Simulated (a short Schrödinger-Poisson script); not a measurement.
## MOS inversion layer, Si3N4 on p-type In0.53Ga0.47As

Structure: MOS inversion layer, Si3N4 on p-type In0.53Ga0.47As, at 300 K.

| layer | material | thickness (nm) | Na (cm⁻³) |
|---|---|---|---|
| 1 | Si3N4 | 5 | - |
| 2 | In0.53Ga0.47As | 330 | 7.5e17 |

The device is made up for the run: typed textbook-type constants, with dimensions and the other settings drawn at random. Si3N4: permittivity 7.5, conduction-band edge (eV) 2.41, gap (eV) 5.1, electron mass (mₑ) 0.5. In0.53Ga0.47As: permittivity 13.9, conduction-band edge (eV) 0, gap (eV) 0.74, Nv at 300 K (cm⁻³) 7.7e18.

Channel valleys (confinement mass, in-plane density-of-states mass, number): Γ 0.041, 0.041, 1. At the gate the conduction-band edge of layer 1 lies 2.61 eV − eVg above the Fermi level of the channel; the field vanishes at the back. Gaps are held at their typed values at every temperature. Mesh 0.03 nm at interfaces.

Solved with a short Schrödinger-Poisson script written for these runs: 1D Poisson equation in equilibrium, electrons quantum, Hartree (BenDaniel-Duke, 12 states a valley, the channel's in-plane mass for all, wave functions ending at the dielectric), parabolic valleys, classical holes, full ionisation, no traps, pinning or gate leakage.

| Vg (V) | electrons (cm⁻²) | C (μF/cm²) | Γ E0 (meV) | Γ E1 (meV) |
|---|---|---|---|---|
| 0.5 | 2.24e7 | 0.272 | 255.8 | 409.1 |
| 0.7 | 4.98e9 | 0.264 | 115.9 | 286.3 |
| 0.9 | 2.84e11 | 0.598 | 2.8 | 186.7 |
| 1.1 | 1.03e12 | 0.723 | -57.6 | 136.7 |
| 1.3 | 1.88e12 | 0.748 | -108.7 | 95.4 |
| 1.5 | 2.75e12 | 0.765 | -157.9 | 56.0 |
| 1.7 | 3.66e12 | 0.790 | -204.2 | 20.4 |
| 1.9 | 4.62e12 | 0.814 | -246.6 | -9.7 |
| 2.1 | 5.62e12 | 0.830 | -286.1 | -35.8 |

Gate voltages with under 1e6 electrons/cm² are left out.

Subbands count from the Fermi level.

Above a few 1e12 electrons/cm² a light Γ valley is non-parabolic and upper valleys begin to fill, which the model leaves out.
